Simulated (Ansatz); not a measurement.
Base system: Ta2N (space group P-31m, No. 162; a cell from a computed database, its experimental status unchecked).

```
Ta2N
1.0
    5.26456     0.00000     0.00000
   -2.63228     4.55925     0.00000
    0.00000     0.00000     4.91126
Ta N
6 3
Cartesian
  1.75544   3.04051   3.69709
  0.87684   1.51873   1.21417
  1.75368   0.00000   3.69709
  3.51088   0.00000   1.21417
 -0.87684   1.51873   3.69709
 -1.75544   3.04051   1.21417
  2.63228   1.51975   2.45563
  0.00000   3.03950   2.45563
  0.00000   0.00000   0.00000
```

Level of theory: Ansatz (a first-principles code), PBEsol, PAW, cutoff 420 eV, spin-orbit coupling left out.

Base values:

| Property | Result |
|---|---|
| Lattice parameter a | 5.265 Å |
| c/a ratio | 0.933 |

Perturbation: cell and atoms relaxed at a pressure of 0.7 GPa.

Task: Estimate the effect on the lattice parameter a and c/a ratio.

Result: The lattice parameter a drops by 0.004 Å (5.265 Å → 5.261 Å); the c/a ratio remains 0.933.

Load acts through the strain it causes; cell and atoms are relaxed under it. No phonon test of stability was made. The final runs are not spin-polarised. An odd electron count without spin: Ta2N.
